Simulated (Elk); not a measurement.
**A self-consistent single point of Ca (Fm-3m, 1 atom in the cell) with Elk**

Computed with Elk with PBEsol, all-electron FP-LAPW, Elk's shipped species files, LAPW+lo basis.

The input file:

```
tasks
  0

xctype
  22

rgkmax
  8.0

gmaxvr
  16.0

nxoapwlo
  1

stype
  3

swidth
  0.00367493

avec
    0.0000000000    5.2881528954    5.2881528954
    5.2881528954    0.0000000000    5.2881528954
    5.2881528954    5.2881528954    0.0000000000

atoms
  1   : nspecies
  'Ca.in'   : spfname
  1   : natoms; atposl, bfcmt below
  0.0000000000  0.0000000000  0.0000000000    0.0 0.0 0.0

ngridk
  5 5 5
```

Log, with long lists cut:

```
│ Elk code version 10.2.4 │

All units are atomic (Hartree, Bohr, etc.)

│ Ground-state run starting from atomic densities │

Lattice vectors :
   0.000000000       5.288152895       5.288152895
   5.288152895       0.000000000       5.288152895
   5.288152895       5.288152895       0.000000000

Unit cell volume      :    295.7617489
Brillouin zone volume :   0.8386825353

Muffin-tin inner radius fraction :   0.1000000000E-01

Nuclei treated as point charges

Species :    1 (Ca)
 parameters loaded from : Ca.in
 name : calcium
 nuclear charge    :   -20.00000000
 electronic charge :    20.00000000
 atomic mass :    73057.72469
 muffin-tin radius :    2.400000000
 number of radial points in muffin-tin :    497
 atomic positions (lattice), magnetic fields (Cartesian) :
   1 :   0.00000000  0.00000000  0.00000000    0.00000000  0.00000000  0.00000000

Total number of atoms per unit cell :    1

Spin treatment :
 spin-unpolarised

Number of Bravais lattice symmetries :   48
Number of crystal symmetries         :   48
Crystal has inversion symmetry
Real symmetric eigensolver will be used

k-point grid :      5     5     5
k-point offset :    0.000000000       0.000000000       0.000000000
k-point set is reduced with full crystal symmetry group
Total number of k-points :       10

Muffin-tin radius times maximum |G+k| :    8.000000000
 using average radius
Maximum |G+k| for APW functions       :    3.333333333
Maximum (1/2)|G+k|²                   :    5.555555556
Maximum |G| for potential and density :    16.00000000
 potential will be trimmed for |G| > 2 gkmax
Constant for pseudocharge density :   10
Radial integration step length :    4

G-vector grid sizes :     40    40    40
Number of G-vectors :    20395

Maximum angular momentum used for
 APW functions                      :    8
 outer part of muffin-tin           :    6
 inner part of muffin-tin           :    1

Total nuclear charge    :   -20.00000000
Total core charge       :    10.00000000
Total valence charge    :    10.00000000
Total excess charge     :    0.000000000
Total electronic charge :    20.00000000

Effective Wigner radius, rₛ :    1.522677044

Number of empty states         :    4
Total number of valence states :    9
Total number of core states    :   10

Total number of local-orbitals :    8

Exchange-correlation functional :     22     0     0
 PBEsol, Phys. Rev. Lett. 100, 136406 (2008)
 gradient requirement :    1
 generalised gradient approximation (GGA)

Smearing type :    3
 Fermi-Dirac
Smearing width :   0.3674930000E-02
Effective electronic temperature (K) :    1160.451112

Mixing type :    3
 Broyden mixing, J. Phys. A: Math. Gen. 17, L317 (1984)

Kohn-Sham potential initialised from atomic data

│ Self-consistent loop started │
│ Loop number : 1 │
 total energy                :     -680.618610658
│ Loop number : 2 │
 total energy                :     -680.607108096
RMS change in Kohn-Sham potential (target) :   0.2974515653     (  0.1000000000E-05)
Absolute change in total energy (target)   :   0.1150256184E-01 (  0.1000000000E-03)
│ Loop number : 3 │
 total energy                :     -680.092962417
RMS change in Kohn-Sham potential (target) :   0.1584711835     (  0.1000000000E-05)
Absolute change in total energy (target)   :   0.5170213189     (  0.1000000000E-03)
│ Loop number : 4 │
 total energy                :     -679.756139479
RMS change in Kohn-Sham potential (target) :   0.5860519333E-01 (  0.1000000000E-05)
Absolute change in total energy (target)   :   0.4660782679     (  0.1000000000E-03)
│ Loop number : 5 │
 total energy                :     -679.622216253
RMS change in Kohn-Sham potential (target) :   0.1626709007E-01 (  0.1000000000E-05)
Absolute change in total energy (target)   :   0.2504427929     (  0.1000000000E-03)
│ Loop number : 6 │
 total energy                :     -679.583613342
RMS change in Kohn-Sham potential (target) :   0.3530651132E-02 (  0.1000000000E-05)
Absolute change in total energy (target)   :   0.1012136097     (  0.1000000000E-03)
│ Loop number : 7 │
 total energy                :     -679.572745707
RMS change in Kohn-Sham potential (target) :   0.2114478843E-03 (  0.1000000000E-05)
Absolute change in total energy (target)   :   0.3617103666E-01 (  0.1000000000E-03)
│ Loop number : 8 │
 total energy                :     -679.572664931
RMS change in Kohn-Sham potential (target) :   0.1250872070E-03 (  0.1000000000E-05)
Absolute change in total energy (target)   :   0.9123535922E-02 (  0.1000000000E-03)
│ Loop number : 9 │
 total energy                :     -679.572123567
RMS change in Kohn-Sham potential (target) :   0.7867630237E-05 (  0.1000000000E-05)
Absolute change in total energy (target)   :   0.2822247938E-02 (  0.1000000000E-03)
│ Loop number : 10 │
 total energy                :     -679.571971773
RMS change in Kohn-Sham potential (target) :   0.1107660824E-05 (  0.1000000000E-05)
Absolute change in total energy (target)   :   0.8573559861E-03 (  0.1000000000E-03)
│ Loop number : 11 │
 total energy                :     -679.571953034
RMS change in Kohn-Sham potential (target) :   0.7771995072E-06 (  0.1000000000E-05)
Absolute change in total energy (target)   :   0.2330773223E-03 (  0.1000000000E-03)
│ Loop number : 12 │
 total energy                :     -679.571946311
RMS change in Kohn-Sham potential (target) :   0.1358665557E-06 (  0.1000000000E-05)
Absolute change in total energy (target)   :   0.6499308995E-04 (  0.1000000000E-03)
Convergence targets achieved

│ Loop number : 13 │

Energies :
 Fermi                       :     0.108267492491
 sum of eigenvalues          :     -398.199842531
 electron kinetic            :      684.531627419
 core electron kinetic       :      639.914647126
 Coulomb                     :     -1328.83991471
 Coulomb potential           :     -1036.65860503
 nuclear-nuclear             :     -77.8814710578
 electron-nuclear            :     -1465.25828227
 Hartree                     :      214.299838619
 Madelung                    :     -810.510612191
 xc potential                :     -46.0728649221
 exchange                    :     -34.3347758093
 correlation                 :    -0.927437368550
 electron entropic           :    -0.144481785592E-02
 total energy                :     -679.571945282

Density of states at Fermi energy :    33.27270395
 (states/Hartree/unit cell)

Estimated indirect band gap :   0.6364469625E-02
 from k-point      9 to k-point      6
Estimated direct band gap   :   0.2114927567E-01
 at k-point      9

Charges :
 core                        :    10.00000000
 valence                     :    10.00000000
 interstitial                :    1.907445217
 muffin-tins (core leakage)
  species :    1 (Ca)
   atom    1                 :    18.09255478     (  0.1953813289E-07)
 total in muffin-tins        :    18.09255478
 total calculated charge     :    20.00625560
 total charge                :    20.00000000
 error                       :   0.6255598070E-02

│ Self-consistent loop stopped │
```

The run converged in 13 iterations. The count includes the last loop, which Elk runs after its targets are met.

The starting cell has typed, rounded lattice constants, without a prior relaxation at this level. Its lattice was rescaled by up to half a per cent. Values depend on the basis (sphere radii, cutoffs, local orbitals), which need not be converged. The log's line on a gap gives a spacing of levels on this mesh, which the program prints for metals too.
